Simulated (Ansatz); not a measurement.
Start from InP (space group Pm-3n, No. 223; a = 7.334 Å; a hypothetical phase, not in the database extracts checked). Axes: x, y, z lie along the cube axes.

(Cell as relaxed with PBE.)

Levels (all Ansatz, a first-principles code, PAW): PBE (420 eV, without spin-orbit coupling); PBEsol (420 eV, no SOC).

Each level relaxes its own structure.

| base | PBE | PBEsol |
|---|---|---|
| volume per atom | 32.88 Å³ | 31.64 Å³ |
| lattice parameter a | 7.334 Å | 7.241 Å |
| band gap | 0.50 eV | 0.65 eV |

Perturbation: a pure shear with ε_yz = ε_zy = 0.0072, atoms relaxed at fixed cell.

```json
[
 {"quantity": "electron mass", "PBE": "0.045 mₑ (at Γ)", "PBEsol": "0.057 mₑ (at Γ)"},
 {"quantity": "valence-band top at Γ (three highest levels, from the VBM)", "PBE": "0.00, -0.03, -0.05 eV", "PBEsol": "0.00, -0.03, -0.06 eV"},
 {"quantity": "band gap", "PBE": "0.47 eV", "PBEsol": "0.62 eV"}
]
```

PBE's band gap lies 0.15 eV below PBEsol's. Neither level is exact; PBEsol is the comparison here, not a measurement.

The cells carry an imposed strain or load. Masses are band curvatures over ±0.01 Å⁻¹ around the edge. Whether these cells are dynamically stable was not tested.
